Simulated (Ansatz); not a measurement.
**Effect of uniaxial stress, 5 GPa tension along z on ZrO2**

Start from ZrO$_{2}$ (space group P4_2/nmc, No. 137; a = 3.6208 Å, c = 5.2843 Å). Axes: x, y, z lie along a, b, c of the conventional cell.

It is then changed as follows: uniaxial stress, 5 GPa tension along z, with the cell and atoms free to relax against it.

All numbers come from PBE (Ansatz, a program for electronic structure), no SOC, earlier PAW set. Settings: 9×9×6 k-points, 0.05 eV Fermi–Dirac smearing.

The volume per atom increases by 0.228 Å³ to 11.77 Å³ and the energy grows by 4.6 meV/atom. The band gap grows by 0.095 eV to 4.14 eV and the gap character changes from indirect, k = (0.222, 0.222, 0) in the run's primitive reciprocal basis → Γ to indirect, Z → Γ. The width of the top valence band decreases by 0.04 eV to 0.83 eV and the electron mass becomes 2.5 mₑ along z, 0.65 mₑ across (at Γ) (base: 2.3 mₑ along c, 0.61 mₑ across (at Γ)). The strain response (xx, yy, zz) comes out as (−0.22, −0.22, +2.42) % and the secant Young's modulus along z amounts to 210 GPa. The mean lateral Poisson ratio is 0.09.

Cost of the whole job for the changed cell (relaxation, final SCF and bands): about 2.9 core-minutes (a rough figure).

Masses are band curvatures over ±0.01 Å⁻¹ around the edge. Stability under load was not tested beyond the relaxation. This is not the structure that ZrO2 has at room temperature and ambient pressure.
